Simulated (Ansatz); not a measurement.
The structure below was relaxed with PBE, PAW, 420 eV (Ansatz, a first-principles code; spin-orbit coupling left out), earlier PAW set, at pressure 9 GPa.

Space group P6₃mc (No. 186); a = b = 3.0884 Å, c = 4.9362 Å, α = β = 90.00°, γ = 120.00°

```csv
atom,site,symmetry,x,y,z
Al,2b,3m.,0.6667,0.3333,0.0038
N,2b,3m.,0.3333,0.6667,0.1214
```

Q: Write out a cell with all atoms.

A: 
```cif
data_Al2N2
_chemical_formula_sum 'Al2 N2'
_space_group_name_H-M_alt 'P 1'
_space_group_IT_number 1
_cell_length_a 3.08843
_cell_length_b 3.08843
_cell_length_c 4.93624
_cell_angle_alpha 90.000
_cell_angle_beta 90.000
_cell_angle_gamma 120.000
loop_
_space_group_symop_operation_xyz
  'x, y, z'
loop_
_atom_site_label
_atom_site_type_symbol
_atom_site_fract_x
_atom_site_fract_y
_atom_site_fract_z
_atom_site_occupancy
Al1 Al 0.66667 0.33333 0.00380 1
Al2 Al 0.33333 0.66667 0.50380 1
N1 N 0.66667 0.33333 0.62140 1
N2 N 0.33333 0.66667 0.12140 1
```
This is the conventional cell.

Load acts through the strain it causes; cell and atoms are relaxed under it. Whether these cells are dynamically stable was not tested. Tetrahedral semiconductors of this kind turn to denser phases somewhere between about 1 and 50 GPa; those were not computed, so compressed cells here can lie past the real transition. The cell was made from AlN in the wurtzite structure (space group P6_3mc, No. 186) by this change: pressure 9 GPa.
